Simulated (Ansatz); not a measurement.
Here is the system:

```yaml
crystal:
  lattice:
    - [5.25281, 0.00000, 0.00000]
    - [0.00000, 5.25281, 0.00000]
    - [2.62641, -2.62641, 5.53079]
  atoms:
    - { symbol: Cu, position: [0.00000, 0.00000, 0.00000] }
    - { symbol: Cu, position: [0.25000, 0.25000, 0.50000] }
    - { symbol: Zn, position: [0.75000, 0.75000, 0.50000] }
    - { symbol: Sn, position: [0.50000, 0.50000, 0.00000] }
    - { symbol: S, position: [0.11019, 0.36000, 0.25940] }
    - { symbol: S, position: [0.36000, 0.63041, 0.74060] }
    - { symbol: S, position: [0.63041, 0.89939, 0.25940] }
    - { symbol: S, position: [0.89939, 0.11019, 0.74060] }
```

No spin polarisation.

Level of theory: Kohn–Sham DFT with the PBEsol functional, run in Ansatz (a quantum-chemistry and plane-wave program) with PAW and 420 eV plane waves, no spin-orbit coupling. Γ-centred 9×9×9 mesh, Fermi–Dirac width 0.05 eV.

Predict the in-plane stress and space group.

Mean in-plane stress (compression positive): +2.0 GPa
Space group: I-4 (No. 82)

The cells carry an imposed strain or load. Whether these cells are dynamically stable was not tested. The final runs are not spin-polarised. The cell was made from ZnCu2SnS4 (space group I-4, No. 82) by this change: biaxial strain −2.25 %, plane normal [001], relaxed out of plane.
